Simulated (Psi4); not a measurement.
Psi4 1.11, PBE/def2-svp: Zr(Cl)2(NH2)(OSiH3) ([NH2][Zr]([Cl])([Cl])[O][SiH3]), 11 atoms. The geometry is a generated start, not checked to be a minimum at this level.

```json
{
 "task": "energy",
 "method": "pbe",
 "basis": "def2-svp",
 "memory": "3 GB",
 "maxiter": "100",
 "keys_of_the_molecule_block": "symmetry c1",
 "scf_type": "df (default)",
 "guess": "auto, which took SAD (default)",
 "scf_initial_accelerator": "adiis (default)",
 "e_convergence": "1e-06 (default)",
 "d_convergence": "1e-06 (default)",
 "dft_radial_points": "75 (default)",
 "dft_spherical_points": "302 (default)",
 "effective_core_potentials": "those of the basis set, past Kr",
 "basis_functions": "138",
 "grid_points": "236836"
}
```

```xyz
11

Zr     0.6054     0.2890     1.0648
Cl     2.4389     0.7188     2.3671
Cl    -0.5172    -1.2091     2.3586
N     -0.6037     1.8422     0.7265
H     -1.1843     2.2789     1.4531
H     -0.9779     2.1484    -0.1759
O      1.0692    -0.6145    -0.5285
Si     0.0213    -1.2384    -1.5886
H     -1.2059    -1.6625    -0.8515
H      0.6769    -2.3682    -2.2538
H     -0.3227    -0.1846    -2.5719
```

Charge 0 and multiplicity 1 are set for this test and not shown to be the ground state.

One run each on 2 threads. Values of diis_max_vecs tried: 3, 6, 10 (default), 20.

Problem. Predict the course of the SCF iterations along this series.

Solution. Fewest SCF iterations, within one of each other: 6 with 11, 10 (default) with 11, 20 with 11. The count rises to 46 at 3. All converge to one solution.

| diis_max_vecs | SCF iterations | end |
|---|---|---|
| 3 | 46 | same solution |
| 6 | 11 | same solution |
| 10 (default) | 11 | same solution |
| 20 | 11 | same solution |
